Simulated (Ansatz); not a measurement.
# Thickness series in hypothetical Fm-3m WTe2

Consider WTe$_{2}$ (space group Fm-3m, No. 225; a = 6.5690 Å; a hypothetical phase, not in the database extracts checked). Axes: x, y, z lie along the cube axes.

Free-standing slabs (3 atom(s) a layer) normal to [111] with 15 Å of vacuum; in-plane cell held at bulk.

Computed with PBEsol, PAW, 420 eV (Ansatz, a quantum-chemistry and plane-wave program; no spin-orbit coupling).

Notes on the quantities. excess energy per area of both faces: slab less bulk energy over the cell's area: twice a surface energy; uncertain by up to 0.2 J/m².

```tsv
case	excess energy per area of both faces	thickness between the outermost nuclei	change of the spacing d12 from its bulk value of 0.948 Å	shortest interatomic distance
base	–	–	–	5.375 bohr
1 layer	–	1.88 Å	-1.0 %	5.369 bohr
2 layers	0.88 J/m²	5.84 Å	+31.5 %	5.093 bohr
3 layers	0.8 J/m²	9.30 Å	-0.5 %	5.149 bohr
4 layers	0.8 J/m²	13.14 Å	+3.5 %	5.158 bohr
5 layers	0.8 J/m²	16.95 Å	+3.9 %	5.146 bohr
6 layers	0.8 J/m²	20.75 Å	+4.0 %	5.147 bohr
```

The excess energy carries the mismatch between the slab's and the bulk's meshes. No phonon test of stability was made. The final runs are not spin-polarised. WTe2 has a high density of states at the Fermi level and may be magnetic at this level.
